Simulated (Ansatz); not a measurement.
H2 on graphene, one in a 3x3 cell, energies for each (47.4 Å²). Energies are against H2(g), without zero-point or thermal terms; each row is named by its start.

Level of theory: PBE with D3(BJ) dispersion (plane waves to 420 eV, PAW; Ansatz, a first-principles code).

Model: 20-atom slab, 4x4x1 mesh, Fermi-Dirac 0.05 eV, dipole correction, 1 atoms held, the rest relaxed; each run with such symmetry as its start has; no spin, no spin-orbit, no U.

A negative adsorption energy means that the adsorbate is more stable on the surface than in its reference. Starts that drift may end in the same place. Heights count from the host atoms within 0.3 Å of the top one.

```csv
starting site,E_ads (eV),height (Å),nearest host atom (Å),bonded to,Δ work function (eV),lateral drift (Å)
top C,-0.06,3.17,C 3.20,none within bonding distance,0.01,0.2
hollow beside C,-0.06,3.02,C 3.22,none within bonding distance,0.02,0.6
hollow C-C-C-C-C-C,-0.06,3.00,C 3.19,none within bonding distance,0.02,0.0
```
